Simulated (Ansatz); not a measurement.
Start from SiC in the zinc blende structure (space group F-43m, No. 216; a = 4.329 Å).

Computed with LDA (Ansatz, a quantum-chemistry and plane-wave program; PAW; 420 eV plane waves; no spin-orbit coupling).

Before the change:

* **Band gap**: 1.30 eV
* **Width of the top valence band**: 4.79 eV

One thing is altered: every lattice vector is stretched by 0.50 %; the atoms relax in the strained cell.

**Question.** How does this affect the band gap?

**Answer.** The band gap goes up by 0.01 eV to 1.31 eV.

**Question.** What happens to the width of the top valence band?

**Answer.** The width of the top valence band decreases by 0.06 eV (4.79 eV → 4.73 eV).

Stability against distortions was not tested.
